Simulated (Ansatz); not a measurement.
Start from CdTe in the zinc blende structure (space group F-43m, No. 216; a = 6.4895 Å).

Levels (all Ansatz, a first-principles code, PAW, earlier PAW set): PBEsol (420 eV, spin-orbit coupling left out); r2SCAN (500 eV, without spin-orbit coupling).

Its gap is 0.65 eV with PBEsol and 1.26 eV with r2SCAN.

Now apply this change: every Te is replaced by S; the structure is relaxed again.

With PBEsol the gap becomes 1.01 eV.

Problem. If the r2SCAN correction stayed the same, what would the r2SCAN gap be, and what does the r2SCAN run give?

Solution. A rigid correction of +0.61 eV gives 1.62 eV. The r2SCAN run gives 1.60 eV, so the two effects roughly add.

Single points use the geometry relaxed with PBEsol. Spin-orbit coupling, missing from the scalar runs, can matter with Te. Whether these cells are dynamically stable was not tested.
